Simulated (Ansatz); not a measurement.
Results of PBEsol (PAW; Ansatz, a first-principles code) for ScCo₃C (Pm-3m, No. 221, 5 atoms in the cell; start mp-10270).

Settings: plane-wave cutoff 520 eV, 14×14×14 k mesh, Fermi–Dirac smearing 0.05 eV, no spin polarisation, scalar-relativistic PAW data made under PBE.

Cell (relaxed at this level):

```yaml
crystal:
  lattice:
    - [3.75977, 0.00000, 0.00000]
    - [0.00000, 3.75977, 0.00000]
    - [0.00000, 0.00000, 3.75977]
  atoms:
    - { symbol: Sc, position: [0.00000, 0.00000, 0.00000] }
    - { symbol: Co, position: [0.00000, 0.50000, 0.50000] }
    - { symbol: Co, position: [0.50000, 0.00000, 0.50000] }
    - { symbol: Co, position: [0.50000, 0.50000, 0.00000] }
    - { symbol: C, position: [0.50000, 0.50000, 0.50000] }
```

### Question
Predict the bulk modulus B0.

### Answer

bulk modulus B0: 235 GPa

Note: the run has no spin polarisation, so it can have missed a magnetic state; the bulk modulus is −V dP/dV from two relaxed cells at ±2 % in volume; the relaxation could not lower the start's symmetry, so the cell can be a saddle point above a distorted one.

Static lattice: no zero-point or thermal effects.

The result took around 80 core-seconds (rough).

A start named mp-… is a Materials Project structure, which need not be a measured phase.
